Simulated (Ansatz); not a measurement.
The parent structure is CaF2 (space group Pmc2_1, No. 26; a = 3.4697 Å, b = 4.1055 Å, c = 5.8761 Å; a cell from a computed database, its experimental status unchecked).

The change: an isotropic linear strain of −4.13 %, atoms relaxed at fixed cell.

Levels (all Ansatz, a first-principles code, PAW): PBEsol (420 eV, without spin-orbit coupling); r2SCAN (500 eV, no SOC); HSE06 (420 eV, no spin-orbit coupling).

One geometry, relaxed with PBEsol, under each level:

```json
[
 {"level": "PBEsol", "band gap": "6.59 eV", "lowest conduction level above the VBM at special points": "Γ 6.59 eV; Y 7.10 eV; Z 7.76 eV; T 7.82 eV", "pressure": "12.37 GPa"},
 {"level": "r2SCAN", "band gap": "7.38 eV", "lowest conduction level above the VBM at special points": "Γ 7.38 eV; Y 7.92 eV; Z 8.54 eV; T 8.64 eV", "pressure": "14.16 GPa"},
 {"level": "HSE06", "band gap": "9.00 eV", "lowest conduction level above the VBM at special points": "Γ 9.00 eV; Y 9.63 eV; Z 10.23 eV", "pressure": "–"}
]
```

Single points use the geometry relaxed with PBEsol. Their cutoffs differ, which shifts pressures a little. The hybrid gap comes from the SCF mesh plus the semilocal run's edge points and a few special points and is an upper bound. Whether these cells are dynamically stable was not tested.
